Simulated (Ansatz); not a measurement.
BP under a change: pressure 50 GPa

Take BP in the zinc blende structure (space group F-43m, No. 216; a = 4.548 Å) as the base.

One thing is altered: a hydrostatic pressure of 50 GPa.

Level of theory: Ansatz (a program for electronic structure), PBE, PAW, cutoff 420 eV, without spin-orbit coupling, earlier PAW set. Settings: 12×12×12 k-points, 0.05 eV Fermi–Dirac smearing.

Volume per atom: 9.54 Å³ (base 11.76 Å³)
Density: 3.64 g/cm³ (base 2.95 g/cm³)
Lattice parameter a: 4.242 Å (base 4.548 Å)
Shortest interatomic distance: 1.837 Å (base 1.969 Å)
Enthalpy H = E + PV relative to the base's energy: +3.27 eV/atom
Band gap: 0.90 eV (base 1.25 eV)
Gap character: indirect, Γ → X (base indirect, Γ → Γ–X (83 % along))
Smallest direct gap: 3.81 eV (base 3.39 eV)
Width of the top valence band: 6.71 eV (base 5.43 eV)
Hole mass (degenerate bands, along [100]): 0.24, 0.24, 0.45 mₑ (at Γ) (base 0.26, 0.26, 0.33 mₑ (at Γ))

Cost of the whole job for the changed cell (relaxation, final SCF and bands): roughly 17 core-seconds.

Load acts through the strain it causes; cell and atoms are relaxed under it. Masses are band curvatures over ±0.01 Å⁻¹ around the edge. Stability against distortions was not tested. No other phases were tried under pressure.
